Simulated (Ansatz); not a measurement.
Start from C in the diamond structure (space group Fd-3m, No. 227; a = 3.5603 Å). Axes: x, y, z lie along the cube axes.

Level of theory: Ansatz (a program for electronic structure), r2SCAN, PAW, cutoff 500 eV, no spin-orbit coupling, earlier PAW set.

Strains are applied to the cell and any free atomic positions relax.

One change was made to it. Results:

The energy rises by 3.8 meV/atom; the band gap decreases by 0.06 eV to 4.30 eV.

### Question
Which of these changes matches the shifts?
A. uniaxial strain ε_xx = +3.77 %
B. strain tensor (xx, yy, zz, yz, xz, xy) = (+0.66, −1.38, −0.33, −0.84, +0.12, −0.25) %
C. tensor shear ε_xy = +0.96 %
D. tensor shear ε_yz = +3.39 %
E. strain tensor (xx, yy, zz, yz, xz, xy) = (+0.05, −0.57, −0.80, −1.62, −0.08, −0.13) %

### Answer
C, tensor shear ε_xy = +0.96 %. For comparison, the band gap in the other runs: strain tensor (xx, yy, zz, yz, xz, xy) = (+0.05, −0.57, −0.80, −1.62, −0.08, −0.13) % gives 4.21 eV; strain tensor (xx, yy, zz, yz, xz, xy) = (+0.66, −1.38, −0.33, −0.84, +0.12, −0.25) % gives 3.96 eV; uniaxial strain ε_xx = +3.77 % gives 3.79 eV; tensor shear ε_yz = +3.39 % gives 3.59 eV.

No phonon test of stability was made.
